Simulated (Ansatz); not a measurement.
Here is the system:

```
ZnO
1.0
    3.37429     0.00000     0.00000
    1.68715     2.92222     0.00000
    0.00000     0.00000     4.95549
Zn O
2 2
Direct
  0.66667   0.66667   0.01470
  0.33333   0.33333   0.51470
  0.66667   0.66667   0.61050
  0.33333   0.33333   0.11050
```

No spin polarisation.

A single point on ZnO with a change (biaxial strain +4.44 %, plane normal [001], relaxed out of plane), its geometry relaxed with PBEsol.

Computed with r2SCAN (Ansatz, an electronic-structure program), spin-orbit coupling left out, earlier PAW set. Settings: 12×12×7 k-points, 0.05 eV Fermi–Dirac smearing.

Task: Predict the band gap.

Result: 1.26 eV.

Task: Predict the width of the top valence band.

Result: 1.74 eV.

Single points use the geometry relaxed with PBEsol. No phonon test of stability was made. The cell was made from ZnO in the wurtzite structure (space group P6_3mc, No. 186) by this change: biaxial strain +4.44 %, plane normal [001], relaxed out of plane.
